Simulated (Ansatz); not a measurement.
Ti₂InN (space group P6_3/mmc, No. 194; a cell from a computed database, its experimental status unchecked)

```xyz
8
Lattice="3.0535 0.0000 0.0000 -1.5268 2.6444 0.0000 0.0000 0.0000 13.8837" Properties=species:S:1:pos:R:3 pbc="T T T"
Ti     1.5268     0.8815     5.8421
Ti     0.0000     1.7630     8.0416
Ti     0.0000     1.7630    12.7839
Ti     1.5268     0.8815     1.0997
In     1.5268     0.8815    10.4127
In     0.0000     1.7630     3.4709
N      0.0000     0.0000     0.0000
N      0.0000     0.0000     6.9418
```

All numbers come from PBEsol (Ansatz, a program for electronic structure), without spin-orbit coupling. Settings: 17×17×4 k-points, 0.05 eV Fermi–Dirac smearing.

Volume per atom: 14.01 Å³
Density: 6.65 g/cm³
Band gap: zero
Total energy: -2714.139 eV/atom (σ→0; compares only within this code and set-up)

Whether these cells are dynamically stable was not tested. All final runs are without spin polarisation.
